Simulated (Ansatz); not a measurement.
## MoRu3: response to strain

Take MoRu$_{3}$ (space group P6_3/mmc, No. 194; a = 5.433 Å, c = 4.310 Å; a cell from a computed database, its experimental status unchecked) as the base. Axes: x lies along a and z along c of the hexagonal cell.

Strains are applied to the cell and any free atomic positions relax; under biaxial strain the out-of-plane vector relaxes too.

Computed with PBEsol/PAW in Ansatz (a program for electronic structure), without spin-orbit coupling.

Notes on the quantities. pressure: mean of the normal stresses, compression positive.

```tsv
case	pressure	shortest interatomic distance
base	0.0 GPa	2.664 Å
biaxial strain +1.05 %, plane normal [001], relaxed out of plane	-4.3 GPa	2.664 Å
uniaxial strain ε_xx = +3.52 %	-10.0 GPa	2.678 Å
tensor shear ε_xz = +1.81 %	0.4 GPa	2.625 Å
```

Without a gap, meshes like the base's 10×10×11 leave anisotropic stresses uncertain by several tenths of a GPa, and small strain energies with them. Stability against distortions was not tested. The final runs are not spin-polarised.
